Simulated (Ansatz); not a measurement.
TiB2: response to strain

Take TiB2 (space group P6/mmm, No. 191; a = 3.0174 Å, c = 3.1851 Å) as the base. Axes: x lies along a and z along c of the hexagonal cell.

Strains are applied to the cell and any free atomic positions relax; under biaxial strain the out-of-plane vector relaxes too.

All numbers come from Ansatz (a program for electronic structure) PBEsol, no SOC.

Notes on the quantities. pressure: mean of the normal stresses, compression positive.

```csv
variant,pressure,volume per atom
base,0.0 GPa,8.37 Å³
"biaxial strain −3.00 %, plane normal [001], relaxed out of plane",15.6 GPa,7.99 Å³
"biaxial strain −2.50 %, plane normal [001], relaxed out of plane",12.8 GPa,8.05 Å³
"biaxial strain −2.00 %, plane normal [001], relaxed out of plane",10.0 GPa,8.12 Å³
"biaxial strain −1.00 %, plane normal [001], relaxed out of plane",4.8 GPa,8.24 Å³
"biaxial strain −0.50 %, plane normal [001], relaxed out of plane",2.3 GPa,8.31 Å³
"biaxial strain +0.50 %, plane normal [001], relaxed out of plane",…,…
"biaxial strain +1.00 %, plane normal [001], relaxed out of plane",-4.4 GPa,8.50 Å³
"biaxial strain +2.50 %, plane normal [001], relaxed out of plane",-10.5 GPa,8.69 Å³
"biaxial strain +3.00 %, plane normal [001], relaxed out of plane",-12.4 GPa,8.76 Å³
```

Fill in the withheld entries from the trend.


- biaxial strain +0.50 %, plane normal [001], relaxed out of plane, pressure: -2.2 GPa
- biaxial strain +0.50 %, plane normal [001], relaxed out of plane, volume per atom: 8.43 Å³

The mesh was chosen for an insulator and is coarse for the gapless case. Without a gap, meshes like the base's 13×13×10 leave anisotropic stresses uncertain by several tenths of a GPa, and small strain energies with them. Stability against distortions was not tested. The final runs are not spin-polarised.
